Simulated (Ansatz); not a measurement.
O on the 1x1 (100) surface of monoclinic ZrO2 (cut with top plane 2 O), one in a 1x1 cell, energies for each (28.2 Å²). Energies are against ½ O2(g), without zero-point or thermal terms; each row is named by its start.

Host crystal: monoclinic ZrO2, with a band gap (PBE, scalar-relativistic without spin-orbit coupling).

These are PBE (plane waves to 420 eV, PAW; Ansatz, an electronic-structure program) values and carry that method's errors.

Slab: 25 atoms, 9.4 Å thick at the start under the adsorbate (thin: gaps and levels are the slab's own); k 4x4x1, smearing 0.01 eV, dipole-corrected; 12 atoms held, the rest relaxed; each run with such symmetry as its start has; spin-polarised, no spin-orbit, no U, no dispersion correction.

A negative adsorption energy means that the adsorbate is more stable on the surface than in its reference. Starts that drift may end in the same place. Heights count from the host atoms within 0.3 Å of the top one. Moments of ungapped slabs depend on the mesh.

```json
[
 {"starting site": "top O (the adsorbate paired with a surface O atom)", "E_ads (eV)": "0.69", "height (Å)": "0.73", "nearest host atom (Å)": "O 1.44", "bonded to": "O + Zr", "change of the vacuum step (eV)": "0.62", "lateral drift (Å)": "1.3", "moment (μB)": "0.0"},
 {"starting site": "over Zr at depth 1.1 Å", "E_ads (eV)": "1.95", "height (Å)": "1.06", "nearest host atom (Å)": "Zr 2.11", "bonded to": "Zr", "change of the vacuum step (eV)": "1.00", "lateral drift (Å)": "0.5", "moment (μB)": "2.0"},
 {"starting site": "hollow O-O-O", "E_ads (eV)": "1.62", "height (Å)": "-0.19", "nearest host atom (Å)": "O 2.09", "bonded to": "2 Zr", "change of the vacuum step (eV)": "0.65", "lateral drift (Å)": "0.7", "moment (μB)": "2.0"},
 {"starting site": "hollow O-O-O over O at depth 6.9 Å", "E_ads (eV)": "1.95", "height (Å)": "0.71", "nearest host atom (Å)": "Zr 2.12", "bonded to": "Zr", "change of the vacuum step (eV)": "0.85", "lateral drift (Å)": "1.1", "moment (μB)": "2.0"},
 {"starting site": "bridge O-O (span 5.2 Å)", "E_ads (eV)": "1.62", "height (Å)": "-0.19", "nearest host atom (Å)": "O 2.09", "bonded to": "2 Zr", "change of the vacuum step (eV)": "0.65", "lateral drift (Å)": "0.3", "moment (μB)": "2.0"},
 {"starting site": "bridge O-O (span 5.4 Å)", "E_ads (eV)": "1.62", "height (Å)": "-0.19", "nearest host atom (Å)": "O 2.09", "bonded to": "2 Zr", "change of the vacuum step (eV)": "0.65", "lateral drift (Å)": "1.1", "moment (μB)": "2.0"}
]
```
